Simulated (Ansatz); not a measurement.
The parent structure is BAs in the zinc blende structure (space group F-43m, No. 216).

```xyz
2
Lattice="0.0000 2.3839 2.3839 2.3839 0.0000 2.3839 2.3839 2.3839 0.0000" Properties=species:S:1:pos:R:3 pbc="T T T"
As     3.5759     3.5759     3.5759
B      0.0000     0.0000     0.0000
```

Cartesian axes are those of the cell as printed.

Calculations: DFT with PBEsol, PAW potentials and a 420 eV plane-wave cutoff in Ansatz (a program for electronic structure), scalar-relativistic without spin-orbit coupling.

Before the change:

| Item | Result |
|---|---|
| Smallest direct gap | 3.25 eV |
| Pressure | 0.00 GPa |
| Valence-band top at Γ | 0.00, 0.00, 0.00 eV |
| Valley order | a point along ⟨100⟩, about 1.1 Å⁻¹ from Γ 1.08 eV |

Now apply this change: uniaxial strain ε_xx = +4.37 %, all other strain components held at zero; the atoms relax in the strained cell.

Task: Estimate the effect on the smallest direct gap, pressure, valence-band top at Γ, energy relative to the base and valley order.

Result: The smallest direct gap drops by 0.27 eV (3.25 eV → 2.98 eV); the pressure (mean of the normal stresses, compression positive) goes from zero to -5.50 GPa; the valence-band top at Γ (three highest levels, from the VBM) goes from 0.00, 0.00, 0.00 eV to 0.00, 0.00, -0.43 eV; the energy goes up by 22 meV/atom; the valley order (the lowest conduction-band minima on the path, energy above the VBM, named in the base's zone) goes from a point along ⟨100⟩, about 1.1 Å⁻¹ from Γ 1.08 eV to a point along [001], about 1.1 Å⁻¹ from Γ 0.81 eV; a point along [100], about 1.1 Å⁻¹ from Γ 1.35 eV; L along [1-11] 2.19 eV.

Whether these cells are dynamically stable was not tested.
